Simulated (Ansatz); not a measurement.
Start from Ta in the bcc (W type) structure (space group Im-3m, No. 229; a = 3.2820 Å). Axes: x, y, z lie along the cube axes.

Method: Kohn–Sham DFT with the PBEsol functional, run in Ansatz (an electronic-structure program) with PAW and 420 eV plane waves, spin-orbit coupling left out.

For the base:

The volume per atom comes out as 17.68 Å³ and the pressure is 0.0 GPa.

Perturbation: biaxial strain −1.20 %, plane normal [001], relaxed out of plane (Cartesian); in-plane vectors clamped, the third vector and the atoms free.

Task: How does this affect the energy relative to the base, volume per atom and pressure?

Result: The energy grows by 4.5 meV/atom; the volume per atom decreases by 0.181 Å³, from 17.68 Å³ to 17.49 Å³; the pressure (mean of the normal stresses, compression positive) goes from zero to 2.2 GPa.

Without a gap, meshes like the base's 20×20×20 leave anisotropic stresses uncertain by several tenths of a GPa, and small strain energies with them. Whether these cells are dynamically stable was not tested. All final runs are without spin polarisation.
